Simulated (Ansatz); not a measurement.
Results of PBEsol (Ansatz, a first-principles code, PAW) for zinc-blende PbSe (model structure).

Settings: plane-wave cutoff 500 eV, 10×10×10 k mesh, Fermi–Dirac smearing 0.05 eV, scalar-relativistic PAW data made under PBE.

Cell (relaxed at this level):

```
CELL_PARAMETERS angstrom
      0.00000     3.39297     3.39297
      3.39297     0.00000     3.39297
      3.39297     3.39297     0.00000
ATOMIC_POSITIONS crystal
  Pb 0.00000 0.00000 0.00000
  Se 0.25000 0.25000 0.25000
```

### Question
What does this level give for the band gap?

### Answer

band gap: 0.53 eV (on the SCF k mesh)

Note: the relaxation could raise the start's symmetry but not lower it, so the cell can be a saddle point.

Spin–orbit coupling is not included; with these elements it can move the gap by several tenths of an eV or more.

Computed values are for the static lattice.

Computing time: around 16 core-seconds (rough).

A model structure was made by putting elements into a prototype or built by hand; it is no filed structure, need not be a known phase, and can be a saddle point held by its symmetry.
